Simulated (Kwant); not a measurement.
Computed with Kwant: Hückel tight-binding model, one pz orbital an atom, one spin, coherent transport at 0 K. Conductance is in e²/h.

System: π system c1cncnc1 between two chain leads. The π system is taken as planar. Atoms are numbered from 0 in the order of the SMILES. Site energies (eV, carbon 0): [0.0, 0.0, -1.35, 0.0, -1.35, 0.0]. Bonds (i, j, β in eV): (0,1,-2.7) (1,2,-2.7) (2,3,-2.7) (3,4,-2.7) (4,5,-2.7) (5,0,-2.7). Leads: chains of hopping −4.1 eV, joined by −0.81 eV to atoms 1 and 3.

Site energies and bond integrals are typed Hückel values.

Sweep values stay those of the base run.

One input was changed, with this effect: transmission at E = 0 < 1e-12 → 0.00088.

Task: Which change was it?
(A) contacts moved from atoms [1, 3] to [0, 3]
(B) contacts moved from atoms [1, 3] to [0, 1]
(C) contacts moved from atoms [1, 3] to [1, 5]

Result: C, contacts moved from atoms [1, 3] to [1, 5]
